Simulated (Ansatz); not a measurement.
**Defect calculation: N interstitial in rock-salt ZrN**

These are PBE, PAW (plane waves to 420 eV; Ansatz, a first-principles code) values and carry that method's errors. Set-up: 64-site cell; 4×4×4 shifted k-points; start: void with 4N4Zr nearest; not converged in cell size; the relaxation kept the symmetry of the starting site; relaxed from one start, so a lower configuration may exist.

Neighbours after relaxation, in Å: of the N atom: Zr 2.02, Zr 2.02, Zr 2.02, Zr 2.02.

Formation energies E_f are those of the neutral cell. Chemical conditions: N-rich (Δμ(N) = 0.00 eV; only phases computed here count, gases as isolated molecules at 0 K); Zr-rich (Δμ(N) = -3.46 eV; only phases computed here count, gases as isolated molecules at 0 K). Reference phases: N: N2 molecule in a box.

The name describes the start; the neighbours show where the added atom ended.

| charge | moment (μB) | point group | largest move off a lattice site (Å) | E_f, N-rich (eV) | E_f, Zr-rich (eV) |
|---|---|---|---|---|---|
| 0 | not spin-polarised | Td | 0.31 | 3.02 | 6.48 |

Point groups are those of the whole cell at tolerances of 0.03 and 0.1 Å ("near" where only the looser one holds); none is given for unsettled states.
